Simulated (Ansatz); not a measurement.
# WS2 with two functionals

The reference is WS₂ in the 2H-MoS2 type structure (space group P6_3/mmc, No. 194; a = 3.1543 Å, c = 12.1409 Å; layered, stacked along the Cartesian z axis).

(Cell as relaxed with PBE-D3(BJ).)

Levels (all Ansatz, an electronic-structure program, PAW, earlier PAW set): PBE-D3(BJ) (420 eV, spin-orbit coupling left out); PBEsol-D3(BJ) (420 eV, no SOC).

Each level relaxes its own structure.

```csv
quantity,PBE-D3(BJ),PBEsol-D3(BJ)
volume per atom,17.44 Å³,16.49 Å³
lattice parameter a,3.154 Å,3.115 Å
lattice parameter c,12.141 Å,11.773 Å
band gap,0.88 eV,0.66 eV
gap character,"indirect, Γ → K–Γ (47 % along)","indirect, Γ → K–Γ (44 % along)"
hole mass,"0.89 mₑ along c, 0.56 mₑ across","0.96 mₑ along c, 0.46 mₑ across"
```

PBE-D3(BJ)'s volume per atom lies 0.95 Å³ above PBEsol-D3(BJ)'s (5.7 %); PBE-D3(BJ)'s lattice parameter a lies 0.039 Å above PBEsol-D3(BJ)'s (1.3 %); PBE-D3(BJ)'s lattice parameter c lies 0.368 Å above PBEsol-D3(BJ)'s (3.1 %); PBE-D3(BJ)'s band gap lies 0.228 eV above PBEsol-D3(BJ)'s; the two agree on the gap character. Neither level is exact; PBEsol-D3(BJ) is the comparison here, not a measurement.

With W present, leaving out spin-orbit coupling can change the band edges. Masses are band curvatures over ±0.01 Å⁻¹ around the edge. No phonon test of stability was made.
